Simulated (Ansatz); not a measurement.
Worked example: self-consistent single point of LaNi₂Ge₂ (I4mm, 5 atoms in the cell) in Ansatz (a first-principles code)

Method of the run: LDA (PW92), default PAW files made with PBE (plane waves; Ansatz).

The input file:

Ansatz 0.2 input:
```yaml
# La(NiGe)2
crystal:
  lattice:
    - [-2.098441, 2.098441, 4.955597]
    - [2.098441, -2.098441, 4.955597]
    - [2.098441, 2.098441, -4.955597]
  atoms:
    - { symbol: La, position: [0.005045, 0.005045, 0.000000] }
    - { symbol: Ni, position: [0.250000, 0.750000, 0.500000] }
    - { symbol: Ni, position: [0.750000, 0.250000, 0.500000] }
    - { symbol: Ge, position: [0.636610, 0.636610, 0.000000] }
    - { symbol: Ge, position: [0.363390, 0.363390, 0.000000] }
basis:
  ecutwfc: 30.9 Ry
kpoints:
  mp_grid: { grid: [9, 9, 9] }
hamiltonian:
  xc: lda
  pseudopotentials: { kind: paw }
scf:
  occupations: { method: gaussian, width: 0.0073 Ry }
output:
  forces: true
  eigenvalues: true
  stress: true
```

Log, with long lists cut:

```
WARN ansatz: RAYON_NUM_THREADS=1 ignored (pool sized by the plan → 1); use --threads N
Pseudopotentials: kind: paw
Pseudopotential: La, paw, valence charge 11
Pseudopotential: Ni, paw, valence charge 18
Pseudopotential: Ge, paw, valence charge 14
Crystal: 5 atoms, lattice volume = 87.287 Å³
Basis set: ecut = 420.4159175005146 eV, 1669 PW (Γ)
Bands: 45, of which v1, the nominal top of the filled ones, is band 38 counted from 1 (37 counted from 0)
Symmetry: 8 space group operations
Space group: I4mm (ITA 107), of the structure as read, at distance tolerance 4.4e-5 Å
k-points: 75 of 729 (time reversal used)
PAW frozen core: La, regenerated for the run's functional, and the local potential with it
PAW frozen core: Ni, regenerated for the run's functional, and the local potential with it
PAW frozen core: Ge, regenerated for the run's functional, and the local potential with it
Initial density: superposition of atomic densities (neutral atoms: chi_scale 0, normalization atom), corrected by the library's trained network
Initial wavefunctions: pseudopotential atomic-orbital guess
Eigensolver: davidson
Functional: x = slater, c = lda
SCF iter   1: F=—  HF=-26057.924753 eV  |F-HF|=—  |Δ(HF+E_count)|=         —  Δρ=9.45e-3  dr2=3.79e-2  ethr=1.77e-3  ⟨swp⟩=5.8  Hψ=11487  notcnv=0
all-band conjugate gradients solve this SCF's bands
preconditioner: auto → Kerker (q_TF=auto, 2.660 Å⁻¹)
SCF iter   2: F=—  HF=-26057.914458 eV  |F-HF|=—  |Δ(HF+E_count)|=   1.03e-2  Δρ=3.35e-3  dr2=1.24e-2  ethr=5.05e-5  ⟨swp⟩=2.0  Hψ=7152  notcnv=0  defer=159
SCF iter   3: F=—  HF=-26057.911813 eV  |F-HF|=—  |Δ(HF+E_count)|=   2.64e-3  Δρ=1.61e-3  dr2=3.04e-3  ethr=1.66e-5  ⟨swp⟩=1.9  Hψ=4127  notcnv=0  defer=159
SCF iter   4: F=—  HF=-26057.910948 eV  |F-HF|=—  |Δ(HF+E_count)|=   8.64e-4  Δρ=3.10e-4  dr2=4.95e-5  ethr=4.05e-6  ⟨swp⟩=2.1  Hψ=6069  notcnv=0  defer=159
SCF iter   5: F=—  HF=-26057.910924 eV  |F-HF|=—  |Δ(HF+E_count)|=   2.40e-5  Δρ=1.19e-4  dr2=1.04e-5  ethr=6.60e-8  ⟨swp⟩=2.0  Hψ=5489  notcnv=0  defer=159
SCF iter   6: F=—  HF=-26057.910919 eV  |F-HF|=—  |Δ(HF+E_count)|=   5.20e-6  Δρ=4.56e-5  dr2=2.45e-6  ethr=1.38e-8  ⟨swp⟩=2.7  Hψ=6614  notcnv=0  defer=159
SCF iter   7: F=—  HF=-26057.910919 eV  |F-HF|=—  |Δ(HF+E_count)|=   4.19e-7  Δρ=1.38e-5  dr2=1.55e-7  ethr=3.27e-9  ⟨swp⟩=2.5  Hψ=5448  notcnv=0  defer=159
SCF iter   8: F=-26057.910919 eV  HF=-26057.910919 eV  |F-HF|=6.01e-9  |Δ(HF+E_count)|=   3.29e-8  Δρ=2.99e-6  dr2=9.02e-9  ethr=1.33e-10  ⟨swp⟩=9.9  Hψ=14452  notcnv=0
SCF 1 converged in 8 iterations: F = -26057.910919 eV  dr2 = 9.02e-9
SCF converged after 8 iterations
Free energy (F): -26057.910919 eV
Harris-Foulkes:  -26057.910919 eV  (|F-HF|=6.01e-9)
Internal energy: -26057.889214 eV  (E = F + TS)
E sigma→0 (E₀):  -26057.900067 eV
Entropy (-TS):   -0.021704 eV (-4.341 meV/atom)
Fermi energy:    13.525923 eV
--- Per-component energies (eV) ---
  E_band       = -885.541019
  E_kinetic    = 988.337881
  E_local      = -14201.689280  (includes V_loc(G=0)·N_el)
  E_nonlocal   = 2225.950019
  E_hartree    = 6183.322727
  E_xc         = -459.967747
  E_vxc        = -499.347078  (∫ρ·V_xc dr)
  E_paw        = -12259.873084  (= ΣΔE_a)
  E_vpaw       = -1765.449161  (= ΣTr[D̂ρ^β])
  E_aug_tail   = 0.001385  (compensation charges beyond the density's cutoff)
  E_ewald      = -8538.978727
  E_core_change = 5.007610  (= ΣΔE_core)
  E_smearing   = -0.021704  (= −TS)
  E_closure    = -0.000000  (closes the sum)
  Σ components = -26057.910919   (vs F -26057.910919, Δ=0.00e0)
--- Forces (eV/Å), atoms counted from 1 ---
  atom   1  La     0.00000000     0.00000000    -0.22943190
  atom   2  Ni    -0.00000000     0.00000000     0.05992484
  atom   3  Ni     0.00000000    -0.00000000     0.05992484
  atom   4  Ge     0.00000000    -0.00000000     0.21657110
  atom   5  Ge    -0.00000000    -0.00000000    -0.10698449
  max |Σ_I F_I| component: 4.39e-6 eV/Å
--- Stress (GPa, compression-positive) ---
       -7.091616      -0.000000      -0.000000
       -0.000000      -7.091616       0.000000
       -0.000000       0.000000      -6.614757
  P = ⅓ Tr σ = -6.9327 GPa (-69.327 kbar)
  The stress holds the Pulay correction. Without it, at fixed plane waves, as pw.x and ABINIT print it: P = -6.9744 GPa
--- Band table (eV; the first three rows and the last of 75) ---
  k-point 0: bands = ["-88.6698", "-88.6678", "-49.5197", "-49.5170", "-49.5120", "-49.5120", "-49.4956", "-49.4956", "-18.7073", "-10.6575", "-10.6149", "-10.6149", "-10.5812", "-10.5812", "-10.5618", "-10.5563", "-10.5557", "-10.5448", "-10.5299", [...]
  k-point 1: bands = ["-88.6696", "-88.6680", "-49.5196", "-49.5172", "-49.5122", "-49.5102", "-49.4975", "-49.4954", "-18.7026", "-10.6577", "-10.6160", "-10.6153", "-10.5818", "-10.5806", "-10.5612", "-10.5556", "-10.5550", "-10.5446", "-10.5305", [...]
  k-point 2: bands = ["-88.6694", "-88.6682", "-49.5192", "-49.5176", "-49.5130", "-49.5058", "-49.5019", "-49.4947", "-18.6907", "-10.6581", "-10.6191", "-10.6162", "-10.5832", "-10.5791", "-10.5596", "-10.5542", "-10.5531", "-10.5438", "-10.5322", [...]
  k-point 74: bands = ["-88.6697", "-88.6679", "-49.5197", "-49.5171", "-49.5116", "-49.5116", "-49.4961", "-49.4960", "-18.7032", "-10.6615", "-10.6223", "-10.6220", "-10.5741", "-10.5738", "-10.5641", "-10.5528", "-10.5505", "-10.5400", [...]
```

The run converged in 8 iterations.

The starting cell comes from a database of computed structures (which also holds hypothetical and non-ambient phases and stackings), without a prior relaxation at this level. Its lattice was rescaled by up to half a per cent. One atom was moved a little off its site on purpose. Spin polarisation is off. With a pressure of about -7 GPa the cell is away from its equilibrium volume at this level. Ansatz's pressure includes its estimate of the finite-basis (Pulay) stress.

Cost on one core of a shared machine: roughly 40 s.
